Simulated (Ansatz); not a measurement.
B on the Si site (B_Si) in beta Si3N4: one set of geometries, relaxed with PBE, evaluated in Ansatz (PAW, plane waves to 420 eV, 500 eV under r2SCAN) with PBE, r2SCAN.

Cell and caveats: 84-site cell; 2×2×2 shifted k-points; start: the Si(2,4-fold) site; charged states image-corrected; not converged in cell size; flagged in the runs: a doubtful potential alignment, a host whose relaxation on this sampling wasn't shown to rest, a strain field that reaches the edge of the cell.

```tsv
quantity	PBE	r2SCAN
host gap (eV)	4.25	___
ε(0/−1) above the VBM (eV)	0.18	___
neutral formation energy against alpha boron, silicon (eV)	2.75	___
largest moment on one atom at charge 0 (μB)	0.22	___
```

### Question
Given the lower rungs, what does r2SCAN give?

### Answer

- host gap (eV), r2SCAN: 4.90
- ε(0/−1) above the VBM (eV), r2SCAN: 0.27
- neutral formation energy against alpha boron, silicon (eV), r2SCAN: 3.38
- largest moment on one atom at charge 0 (μB), r2SCAN: 0.30

Ansatz is a first-principles code.
